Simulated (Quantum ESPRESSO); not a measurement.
A worked fit of the energy against the cutoff, with one run withheld: Al (Fm-3m, 1 atom in the cell)

```xyz
1
Lattice="0.0000 2.0311 2.0311 2.0311 0.0000 2.0311 2.0311 2.0311 0.0000" Properties=species:S:1:pos:R:3 pbc="T T T"
Al     0.0000     0.0000     0.0000
```

Method of the run: PBEsol, PseudoDojo standard norm-conserving (PBESOL) pseudopotentials (plane waves; Quantum ESPRESSO).

Base settings: ecutwfc = 40 Ry; occupations = smearing; smearing = gaussian; degauss = 0.0073499 Ry; potentials = {Al: Al.upf}; K_POINTS = automatic 14 14 14 0 0 0; conv_thr = 1e-09 Ry; mixing_beta = 0.7.

The last step of the ladder, which sets the zero, is ecutwfc = 96 Ry.

The starting cell has typed, rounded lattice constants, without a prior relaxation at this level. Its lattice was rescaled by up to half a per cent.

An empirical form for the window shown: the miss falls exponentially with the largest wave vector, which goes as √cutoff: ln(ΔF) = a + b·√cutoff.

| ecutwfc | √cutoff (√Ry) | F less the last step's (meV/atom) | ln of it |
|---|---|---|---|
| 18 Ry | 4.243 | 65.90 | 4.188 |
| 20 Ry | 4.472 | 48.52 | 3.882 |
| 22 Ry | 4.690 | 36.76 | 3.604 |
| 24 Ry | 4.899 | ? | ? |
| 28 Ry | 5.292 | 13.38 | 2.594 |

Fit the line to the 4 rows given and predict the withheld one.

Means: x̄ = 4.6743, ȳ = 3.5670. Σ(x − x̄)(y − ȳ) = -0.9320 and Σ(x − x̄)² = 0.6087, so b = -1.531 and a = ȳ − b·x̄ = 10.723; ΔF halves for each 0.45 in √cutoff. The largest residual of the fitted rows is 0.061. At x = 4.899 the line gives 3.223, that is 25.1 meV/atom. The run gave 25.58 meV/atom, a miss of 0.48 meV/atom (2 %). The table is a window of a longer ladder. The rows were chosen because the form fits them, the withheld one included, so this shows the method and is no test of the form.

Left out of this page: 10 runs of the series outside the window shown, repeating another row's setting, or not comparable.
